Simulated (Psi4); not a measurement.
Psi4 1.11, B3LYP/def2-svp: cyclopentasilane ([SiH2]1[SiH2][SiH2][SiH2][SiH2]1), 15 atoms. The geometry is a generated start, not checked to be a minimum at this level.

```json
{
  "task": "energy",
  "method": "b3lyp",
  "basis": "def2-svp",
  "memory": "3 GB",
  "maxiter": "100",
  "keys_of_the_molecule_block": "symmetry c1",
  "scf_type": "df (default)",
  "diis_max_vecs": "10 (default)",
  "e_convergence": "1e-06 (default)",
  "d_convergence": "1e-06 (default)",
  "dft_radial_points": "75 (default)",
  "dft_spherical_points": "302 (default)",
  "basis_functions": "140",
  "grid_points": "318383"
}
```

```xyz
15

Si     0.8029     1.1858     1.3666
Si     1.8821    -0.5572     0.2474
Si     0.2650    -1.6699    -1.0241
Si    -1.7278    -0.4650    -0.8469
Si    -1.2283     1.5262     0.2691
H      0.5649     0.8169     2.7693
H      1.6202     2.3998     1.4678
H      2.5945    -1.4605     1.1578
H      2.9522    -0.0360    -0.6137
H      0.0983    -3.0618    -0.5873
H      0.6849    -1.8064    -2.4245
H     -2.7315    -1.2351    -0.0997
H     -2.3692    -0.2420    -2.1475
H     -1.1044     2.6299    -0.6940
H     -2.3038     1.9753     1.1597
```

With the defaults (diis = true, scf_initial_accelerator = adiis, damping_percentage = 0, guess = auto, which took SAD, level_shift = 0, level_shift_cutoff = 0.01, soscf = false, soscf_start_convergence = 0.01) it converges in 6 SCF iterations. One run each on 2 threads, with these changes:
- guess = modhuckel
- guess = sadno
- level_shift = 0.1, level_shift_cutoff = 0.001
- diis = false, scf_initial_accelerator = none, damping_percentage = 60
- guess = gwh
- guess = sapgau
- scf_initial_accelerator = none
- soscf = true, soscf_start_convergence = 0.1
- soscf = true, soscf_start_convergence = 0.001

**Question.** Which runs fail or end elsewhere than the default run?

**Answer.** No convergence: diis = false, scf_initial_accelerator = none, damping_percentage = 60 (the run ends without SCF convergence in 100 iterations). The rest reach the solution of the defaults.

```
setting                                                                SCF iterations  JK calls             end
---------------------------------------------------------------------  --------------  --------  --------------
soscf = true, soscf_start_convergence = 0.1                                         5        15   same solution
the defaults                                                                        6         7   same solution
level_shift = 0.1, level_shift_cutoff = 0.001                                       6         7   same solution
soscf = true, soscf_start_convergence = 0.001                                       6        17   same solution
scf_initial_accelerator = none                                                      6         7   same solution
guess = sapgau                                                                      7         7   same solution
guess = modhuckel                                                                   7        16   same solution
guess = sadno                                                                       7         7   same solution
guess = gwh                                                                         8         8   same solution
diis = false, scf_initial_accelerator = none, damping_percentage = 60             100       101  no convergence
```

An SOSCF iteration holds several JK calls; a Hückel guess adds calls on atoms.
